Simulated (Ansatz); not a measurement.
## Effect of tensor shear ε_xy = +2.50 % on MgO

Take MgO in the rock salt structure (space group Fm-3m, No. 225; a = 4.214 Å) as the base. Axes: x, y, z lie along the cube axes.

Now apply this change: a pure shear with ε_xy = ε_yx = 0.0250, atoms relaxed at fixed cell.

Level of theory: DFT with PBEsol, PAW potentials and a 420 eV plane-wave cutoff in Ansatz (a program for electronic structure), spin-orbit coupling left out. Settings: 13×13×13 k-points, 0.05 eV Fermi–Dirac smearing.

| quantity | base | changed | shift |
|---|---|---|---|
| volume per atom | 9.35 Å³ | 9.35 Å³ | -0.006 Å³ |
| space group | Fm-3m (No. 225) | Immm (No. 71) | – |
| shortest interatomic distance | 2.107 Å | 2.107 Å | 0.000 Å |
| energy relative to the base (free energy F) | 0 meV/atom | +11 meV/atom | +11 meV/atom |
| pressure (mean of the normal stresses, compression positive) | 0.00 GPa | 0.13 GPa | +0.122 GPa |
| band gap | 4.62 eV | 4.40 eV | -0.22 eV |
| gap character | direct at Γ | direct at Γ | – |
| valence-band top at Γ (three highest levels, from the VBM) | 0.00, 0.00, 0.00 eV | 0.00, -0.20, -0.38 eV | – |
| stress (xx, yy, zz, yz, xz, xy; compression positive) | – | (0.30, 0.30, -0.23, 0.00, 0.00, -7.25) GPa | – |

The cells carry an imposed strain or load. No phonon test of stability was made. The base started in P3_121 and relaxed to Fm-3m at this level. Labels are those of the standard path for the cell's own space group.
